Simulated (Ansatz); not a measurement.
Amorphous Ge₁₂Ti₁₀O₄₄, 66 atoms at 3.56 g/cm³, one PBE-relaxed geometry, zone centre. Methods: PBE, scalar-relativistic without spin-orbit coupling (Ansatz, a program for electronic structure); r2SCAN, scalar-relativistic without spin-orbit coupling (Ansatz); HSE06, scalar-relativistic without spin-orbit coupling (Ansatz). Plane waves to 420 eV (r2SCAN 500 eV); exact exchange is cut at the cell's faces. At PBE the levels at the filled edge of the gap are localised (band-tail or defect states), and the nearest spread-out levels lie 3.1 eV apart at the zone centre. All rungs ran without spin polarisation.

Preparation: random packing, a CHGNet melt and quench, and a DFT relaxation. O atoms were pushed apart under 1.9 Å during the dynamics, to hinder bonds among them. The hot cell started wider than the set density and was brought back towards it in steps. It is the lowest in DFT energy of 2 quenches. It is a model cell: composition and starting density were chosen by hand, and all elements were melted together. No dispersion term was used. Its density started from a set value of 3.82 and ended at 3.56 g/cm³. The simulated quench (nominally 360 K/ps over its main leg) is rapid and tends to freeze in more defects than a deposited or slowly cooled glass has. One small periodic cell is one sample of the glass; other quenches scatter about these values. The volume was free in the relaxation, at fixed shape. Stress components on the final sampling reach 2.1 GPa.

The relaxation ran on the zone centre alone. At PBE the level gap is 2.83 eV on a 2×2×2 Γ-centred mesh, and the spacing at the zone centre alone 2.83 eV.

Q: What zone-centre spacing does r2SCAN give, roughly?

A: 3.31 eV (+0.48 eV against PBE).

Q: What zone-centre spacing does HSE06 give, roughly?

A: 4.54 eV (+1.71 eV against PBE).

The highest filled and the lowest empty state spread over these numbers of atoms (participation numbers): PBE: 5.2 and 25.9; r2SCAN: 5.4 and 14.6; HSE06: 6.2 and 23.2.
